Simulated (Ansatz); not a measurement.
## A constructed model of the (0001) surface of hcp Os, a layer of Ta in place of the second plane (bottom of the slab: a bare face, its two planes held)

These are PBE (plane waves to 420 eV, PAW; Ansatz, an electronic-structure program) values and carry that method's errors.

Model: 6-atom slab, 11.2 Å thick at the start, 16x16x1 mesh, Fermi-Dirac 0.1 eV, dipole correction, 2 atoms held, the rest relaxed; held to the start's symmetry, so lower structures may exist; no spin, no spin-orbit, no U. It is one candidate, not shown to be the stable structure of the face.

```
Item                                                   Value
-----------------------------  -----------------------------
work function of the top face                        4.90 eV
energy released by relaxation                       0.032 eV
cost                           very roughly 2.3 core-minutes
```
